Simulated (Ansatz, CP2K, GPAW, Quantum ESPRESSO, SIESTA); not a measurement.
# LiCuAuO2 (Cm, 5 atoms in the cell) computed with different codes at matched settings

Self-consistent single point, at a second geometry (lattice scaled by 0.98). First geometry:

```
LiCuAuO2
1.0
    2.83519    -1.65589     0.00000
    2.83519     1.65589     0.00000
   -2.03778     0.00000     7.28757
Li Cu Au O
1 1 1 2
Cartesian
  1.72492   0.00000   5.47501
  1.88277   0.00000   2.63322
 -0.01321   0.00000   0.37677
  3.62751   0.00000   5.67352
 -0.01951   0.00000   2.54212
```

Shared settings, as Ansatz (a quantum-chemistry and plane-wave program) writes them: kpoints.mp_grid.grid = 9 9 4; scf.occupations.method = gaussian; scf.occupations.width = 0.1 eV. Potentials and cutoffs stand in the table.

| code | model | ΔF from the first geometry (meV/atom) | pressure (GPa) | largest force (eV/Å) | cutoff |
|---|---|---|---|---|---|
| SIESTA | LDA PW92, numerical atomic orbitals DZP, PseudoDojo LDA standard norm-conserving potentials (rewritten from UPF to PSML) | -20.4 | -0.66 | 0.570 | grid 300 Ry |
| GPAW | LDA (Perdew-Wang 92), GPAW PAW datasets LDA (gpaw-data 1.0.1) | -19.3 | – | 0.341 | 950 eV |
| CP2K | LDA (Pade form), GPW, DZVP-MOLOPT-SR-GTH basis, GTH-PADE potentials (GTH_POTENTIALS) | -15.8 | 0.26 | 0.546 | grid 600 Ry |
| Ansatz | LDA (PW92), PAW files made with PBE | -33.9 | -4.13 | 0.295 | default |
| Quantum ESPRESSO | LDA (PZ), GBRV 1.5 ultrasoft (LDA) pseudopotentials | -29.8 | -3.28 | 0.178 | 50 Ry |

Size of the force on each atom (eV/Å): Sizes of forces hide their directions.

| code | Li1 | Cu2 | Au3 | O4 | O5 |
|---|---|---|---|---|---|
| SIESTA | 0.059 | 0.089 | 0.570 | 0.500 | 0.073 |
| GPAW | 0.087 | 0.047 | 0.341 | 0.229 | 0.011 |
| CP2K | 0.114 | 0.084 | 0.423 | 0.546 | 0.163 |
| Ansatz | 0.018 | 0.117 | 0.052 | 0.295 | 0.218 |
| Quantum ESPRESSO | 0.020 | 0.100 | 0.178 | 0.098 | 0.161 |

A dash marks a value that a program does not give, or that is left out as unsure.

On Ansatz's run: spin-orbit coupling is off. Spin polarisation is off; with an odd number of electrons in the cell that forces a metal, and a magnetic state may lie lower.

The spread over the programs that give each value: ΔF from the first geometry within 18.1 meV/atom; pressure within 4.39 GPa; largest force within 0.392 eV/Å.

SIESTA and CP2K use small atom-centred bases, whose incompleteness enters pressures, forces and empty levels differently from a plane-wave cutoff. Ansatz's pressure is given at a fixed set of plane waves, as the other plane-wave codes print theirs; with its correction for the finite basis it is -3.77 GPa (the shift of 0.37 GPa shows how far the cutoff is from converged). The pressure of GPAW is left out: its cutoff lies under the one at which its stress was checked. The same LDA comes in different parametrisations, which differ slightly. In the pressure, SIESTA (by 3.04) and CP2K (by 3.97) lie more than 1 GPa from the median of the plane-wave programs.

The starting cell comes from a database of computed structures (which also holds hypothetical and non-ambient phases and stackings), without a prior relaxation at this level. For this run, on top of that: lattice scaled by 0.98.

Left out of this page: ABINIT (with a known weakness of the program).

Keys are those of Ansatz 0.2.
